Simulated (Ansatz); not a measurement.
Base system: AlRu in the CsCl type structure (space group Pm-3m, No. 221; a = 2.977 Å; relaxed with 0.1 eV smearing).

The values are results of PBEsol/PAW in Ansatz (a program for electronic structure), spin-orbit coupling left out, not measurements.

Base values:

```
Item        Value
--------  -------
Pressure  0.0 GPa
```

It is then changed as follows: the cell is scaled by 1.0062 in all directions, atoms relaxed at fixed cell.

Question: Estimate the effect on the energy relative to the base.

Answer: The energy increases by 3.0 meV/atom.

Question: Predict the new pressure.

Answer: The pressure goes from zero to -3.9 GPa.

The cells carry an imposed strain or load. Whether these cells are dynamically stable was not tested. The final runs are not spin-polarised.
